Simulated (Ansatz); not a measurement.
Effect of uniaxial strain ε_zz = +5.33 % on TiO2

Consider TiO2 in the anatase structure (space group I4_1/amd, No. 141; a = 3.7698 Å, c = 9.5518 Å). Axes: x, y, z lie along a, b, c of the conventional cell.

It is then changed as follows: the cell is stretched by 5.33 % along z with no lateral relaxation, atoms relaxed at fixed cell.

The values are results of Ansatz (an electronic-structure program), PBEsol, PAW, cutoff 420 eV, scalar-relativistic without spin-orbit coupling, not measurements. Γ-centred 12×12×12 mesh, Fermi–Dirac width 0.05 eV.

- Volume per atom = 11.91 Å³ (base 11.31 Å³)
- Space group = I4_1/amd (No. 141) (base I4_1/amd (No. 141))
- Shortest interatomic distance = 194.6 pm (base 192.8 pm)
- Energy relative to the base (free energy F) = +19 meV/atom
- Band gap = 2.24 eV (base 2.11 eV)
- Largest internal atomic displacement = 0.058 Å
- Stress (xx, yy, zz, yz, xz, xy; compression positive) = (-7.35, -7.35, -9.92, 0.00, 0.00, 0.00) GPa

Cost of the whole job for the changed cell (relaxation, final SCF and bands): around 2.3 core-minutes (rough).

Gaps are read on the SCF mesh and a high-symmetry path. Stability against distortions was not tested. The final runs are not spin-polarised.
